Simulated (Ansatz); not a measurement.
## fcc Pd (1 1 1) on rock-salt PbTe (1 1 1) (film strained to the substrate, started from cuts of the bulks and a machine-learned relaxation; slabs Pb4Te4 and Pd12, which can lie off the formulas)

A periodic stack without vacuum, fcc Pd (1 1 1) on rock-salt PbTe (1 1 1) (film strained to the substrate, started from cuts of the bulks and a machine-learned relaxation; slabs Pb4Te4 and Pd12, which can lie off the formulas): substrate slab Pb4Te4, film Pd12, surface cells [[0, 1], [-1, 0]] and [[1, -2], [1, 1]], film strained by -3.8 and -3.8 %, outermost planes Te/Pb and Pd/Pd as cut, which need not be the usual terminations and can put a slab off its formula.

The start was prepared with a machine-learned potential, and the result is one local minimum, with the in-plane cell held and forces under 0.04 eV/Å; the film can end far from its bulk form.

The numbers are results of PBE (plane waves to 420 eV, PAW; Ansatz, an electronic-structure program), not measurements. Scalar-relativistic, without spin–orbit coupling; the runs are not spin-polarised. Its k-point mesh 8×8×1, Fermi–Dirac width 0.05 eV.

- interface area = 18.7 Å²
- period = 25.15 Å
- heights between the nearest atoms of the two slabs at the two interfaces = 2.31 and 1.40 Å
- Pd–Te contacts across the interfaces within 1.22 times the sum of covalent radii = 4, mean 2.66 Å
- Pb–Pd contacts across the interfaces within 1.22 times the sum of covalent radii = 3, mean 2.80 Å

```
CELL_PARAMETERS angstrom
      4.64665    -0.00016    -0.01541
     -2.32326     4.02400     0.04980
     -0.66824    -0.06726    25.15737
ATOMIC_POSITIONS crystal
  Pb 0.30478 0.92364 0.12013
  Pb 0.66325 0.59056 0.27387
  Pb 0.01991 0.25325 0.42597
  Pb 0.37443 0.91382 0.57808
  Te 0.61745 0.57221 0.03880
  Te 0.97877 0.24971 0.19010
  Te 0.33698 0.91623 0.34269
  Te 0.69358 0.57907 0.49481
  Pd 0.73451 0.92689 0.67016
  Pd 0.39883 0.26160 0.66981
  Pd 0.06309 0.59063 0.67139
  Pd 0.74359 0.25396 0.76567
  Pd 0.41153 0.58837 0.76529
  Pd 0.07850 0.92175 0.76563
  Pd 0.76075 0.58392 0.85911
  Pd 0.42051 0.91336 0.86004
  Pd 0.09024 0.25324 0.85970
  Pd 0.77995 0.92237 0.95065
  Pd 0.43857 0.24035 0.95004
  Pd 0.11367 0.58100 0.98330
```
